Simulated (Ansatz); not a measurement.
Results of r²SCAN (plane waves, PAW; Ansatz, a first-principles code) for HfGeO3 (model structure, started from the PbTiO3 type, P4mm, No. 99, 5 atoms in the cell).

Settings: plane-wave cutoff 560 eV, 8×8×8 k mesh, Fermi–Dirac smearing 0.01 eV, scalar-relativistic PAW data made under PBE.

Cell (relaxed at this level):

Space group P4mm (No. 99); a = 4.0154 Å, b = 4.0154 Å, c = 4.2509 Å, α = 90.00°, β = 90.00°, γ = 90.00°

| atom | site | symmetry | x | y | z |
|---|---|---|---|---|---|
| Hf | 1b | 4mm | 0.5000 | 0.5000 | 0.5677 |
| Ge | 1a | 4mm | 0.0000 | 0.0000 | 0.1939 |
| O | 2c | 2mm. | 0.0000 | 0.5000 | 0.4556 |
| O | 1b | 4mm | 0.5000 | 0.5000 | 0.0173 |

Task: What does this level give for the band gap, smallest direct gap on the k points sampled and Γ–Γ gap?

Result: 
* **band gap**: 1.66 eV
* **smallest direct gap on the k points sampled**: 2.70 eV
* **Γ–Γ gap**: 4.00 eV

Note: the relaxation could raise the start's symmetry but not lower it, so the cell can be a saddle point.

Spin–orbit coupling is not included.

The computed numbers hold no vibrational or temperature effects.

A model structure was made by putting elements into a prototype or built by hand; it is no filed structure, need not be a known phase, and can be a saddle point held by its symmetry.
